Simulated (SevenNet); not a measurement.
# L1₂ (Cu3Au-type) Ni3Si

The numbers are results of the machine-learned potential SevenNet-l3i5 (trained on PBE and PBE+U data), not measurements.

Cell (relaxed at this level):

Space group Pm-3m (No. 221); a = b = c = 3.4966 Å, α = β = γ = 90.00°

```json
[
 {"atom": "Si", "site": "1a", "symmetry": "m-3m", "x": "0.0000", "y": "0.0000", "z": "0.0000"},
 {"atom": "Ni", "site": "3c", "symmetry": "4/mm.m", "x": "0.0000", "y": "0.5000", "z": "0.5000"}
]
```

* **lattice constant a**: 3.497 Å
* **volume per atom**: 10.69 Å³/atom

Measured, for comparison: lattice constant a 3.510 Å, equilibrium volume per atom 10.81 Å³/atom (temperature not stated, not corrected to a static lattice; as tabulated in Metallic Nickel Silicides: Experiments and Theory for NiSi and First Principles …). Computed (rounded) less measured: lattice constant a -0.4 %, equilibrium volume per atom -1.1 %. A static lattice is as a rule a little smaller and stiffer than an uncorrected measurement, which narrows the difference in the lattice constant a, equilibrium volume per atom and would widen misses of the other sign.

A machine-learned potential is trained on density-functional data: it inherits that level's misses and adds fitting errors of its own.

Note: the model gives imaginary modes for this phase (in the spectrum interpolated from a supercell).
